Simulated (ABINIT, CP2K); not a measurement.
A CP2K input for a self-consistent single point of Ga2CoS4 (I-4, 7 atoms in the cell) (DFT LDA (Pade form), GPW, DZVP-MOLOPT-SR-GTH basis, GTH-PADE potentials (GTH_POTENTIALS)):

```
&GLOBAL
  PROJECT ga2cos4
  RUN_TYPE ENERGY_FORCE
  PRINT_LEVEL LOW
&END GLOBAL
&FORCE_EVAL
  METHOD Quickstep
  STRESS_TENSOR ANALYTICAL
  &DFT
    BASIS_SET_FILE_NAME BASIS_MOLOPT
    POTENTIAL_FILE_NAME GTH_POTENTIALS
    UKS T
    MULTIPLICITY 4
    &QS
      METHOD GPW
      EPS_DEFAULT 1E-10
    &END QS
    &MGRID
      CUTOFF 600
      REL_CUTOFF 60
      NGRIDS 5
    &END MGRID
    &SCF
      SCF_GUESS ATOMIC
      EPS_SCF 1E-7
      MAX_SCF 100
      ADDED_MOS 12 12
      &DIAGONALIZATION
        ALGORITHM STANDARD
      &END DIAGONALIZATION
      &MIXING
        METHOD BROYDEN_MIXING
        ALPHA 0.3
        NBUFFER 10
        BETA 1
      &END MIXING
      &SMEAR ON
        METHOD FERMI_DIRAC
        ELECTRONIC_TEMPERATURE [K] 580.23
      &END SMEAR
    &END SCF
    &KPOINTS
      SCHEME MONKHORST-PACK 3 3 3
    &END KPOINTS
    &XC
      &XC_FUNCTIONAL PADE
      &END XC_FUNCTIONAL
    &END XC
    &PRINT
      &MO
        EIGENVALUES T
        OCCUPATION_NUMBERS T
        NDIGITS 8
        FILENAME mo
        &EACH
          QS_SCF 0
        &END EACH
        ADD_LAST NUMERIC
      &END MO
      &MULLIKEN ON
      &END MULLIKEN
    &END PRINT
  &END DFT
  &SUBSYS
    &CELL
      A 6.56431400 0.00000000 0.00000000
      B 2.14915000 6.20253000 0.00000000
      C -4.35673200 -3.10126500 3.80673900
      PERIODIC XYZ
    &END CELL
    &COORD
      SCALED
      Ga       0.50000000     0.50000000     0.00000000
      Ga       0.25000000     0.75000000     0.50000000
      Co       0.00000000     0.00000000     0.00000000
      S        0.11366000     0.62133000     0.98853000
      S        0.37867000     0.36720000     0.49233000
      S        0.63280000     0.12513000     0.01147000
      S        0.87487000     0.88634000     0.50767000
    &END COORD
    &KIND Ga
      BASIS_SET DZVP-MOLOPT-SR-GTH-q13
      POTENTIAL GTH-PADE-q13
    &END KIND
    &KIND Co
      BASIS_SET DZVP-MOLOPT-SR-GTH-q17
      POTENTIAL GTH-PADE-q17
      MAGNETIZATION 3
    &END KIND
    &KIND S
      BASIS_SET DZVP-MOLOPT-SR-GTH-q6
      POTENTIAL GTH-PADE-q6
    &END KIND
  &END SUBSYS
  &PRINT
    &FORCES ON
    &END FORCES
    &STRESS_TENSOR ON
    &END STRESS_TENSOR
  &END PRINT
&END FORCE_EVAL
```

Translate this input to ABINIT.

One input that does it (others would too):

```
# Ga2CoS4, JTH v2.0 LDA PAW
pp_dirpath "./"
pseudos "Ga.LDA_PW-JTH.xml, Co.LDA_PW-JTH.xml, S.LDA_PW-JTH.xml"
acell 3*1.0
rprim
        -5.0867099802    5.0867099802   10.1058754795
         5.0867099802   -5.0867099802   10.1058754795
         5.0867099802    5.0867099802  -10.1058754795
natom 7
ntypat 3
znucl 31 27 16
typat 1 1 2 3 3 3 3
xcart
         0.0000000000   -0.0000000000    5.3477990000
         2.6917710000    0.0000000000    2.6738995000
         0.0000000000    0.0000000000    0.0000000000
         4.0274277702    1.2943650031   -1.3558809585
         1.2943650031    1.3561142298    1.3558809585
        -1.3356567702    1.3974059969    3.9919180415
         1.3974059969    1.3356567702    6.7036799585
      Angstrom
ecut 60 Ry
pawecutdg 120 Ry
pawxcdev 0
nsppol 2
spinat
      0 0 0
      0 0 0
      0 0 3
      0 0 0
      0 0 0
      0 0 0
      0 0 0
occopt 3
tsmear 0.00183747
nband 45
kptopt 1
ngkpt 3 3 3
nshiftk 1
shiftk 0 0 0
nstep 80
tolvrs 1.0e-12
prtwf 0
prtden 0
enunit 1
```

Basis settings and potentials, where a program has them, do not carry over. This input uses DFT, LDA (PW92), plane waves, PAW (JTH v2.0 LDA PAW). LDA parametrisations can differ slightly between programs.

The starting cell comes from a database of computed structures (which also holds hypothetical and non-ambient phases and stackings), without a prior relaxation at this level. Its lattice was rescaled by a random factor within 2.5 % of one.
